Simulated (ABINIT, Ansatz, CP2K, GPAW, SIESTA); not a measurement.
**GaSb (F-43m, 2 atoms in the cell) computed with different codes at matched settings**

Band-structure calculation.

```
GaSb
1.0
    0.00000     3.05000     3.05000
    3.05000     0.00000     3.05000
    3.05000     3.05000     0.00000
Ga Sb
1 1
Direct
  0.00000   0.00000   0.00000
  0.25000   0.25000   0.25000
```

Shared settings, as Ansatz (a program for electronic structure) writes them: kpoints.mp_grid.grid = 8 8 8; scf.occupations.method = fermi_dirac; scf.occupations.width = 0.01 eV. Potentials and cutoffs stand in the table.

| code | model | gap along the path (eV) | smallest direct gap (eV) | cutoff |
|---|---|---|---|---|
| CP2K | PBE, GPW, DZVP-MOLOPT-SR-GTH basis, GTH-PBE potentials (GTH_POTENTIALS) | 0.14 | 0.14 | grid 600 Ry |
| ABINIT | PBE, norm-conserving pseudopotentials (PseudoDojo nc-sr-05 PBE standard) | 0.09 | 0.09 | 80 Ry |
| GPAW | PBE, GPAW PAW datasets PBE (gpaw-data 1.0.1) | 0.16 | 0.16 | 600 eV |
| Ansatz | PBE, default PAW files | 0.10 | 0.10 | default |
| SIESTA | GGA PBE, numerical atomic orbitals DZP, PseudoDojo PBE standard norm-conserving potentials (rewritten from UPF to PSML) | 0.10 | 0.10 | grid 300 Ry |

On Ansatz's run: spin-orbit coupling is off.

The spread over the programs that give each value: gap along the path within 0.07 eV; smallest direct gap within 0.07 eV.

CP2K and SIESTA use small atom-centred bases, whose incompleteness enters pressures, forces and empty levels differently from a plane-wave cutoff.

The starting cell has typed, rounded lattice constants, without a prior relaxation at this level.

Left out of this page: Quantum ESPRESSO, Elk and FLEUR (not drawn, or without a comparable value).

Keys are those of Ansatz 0.2.
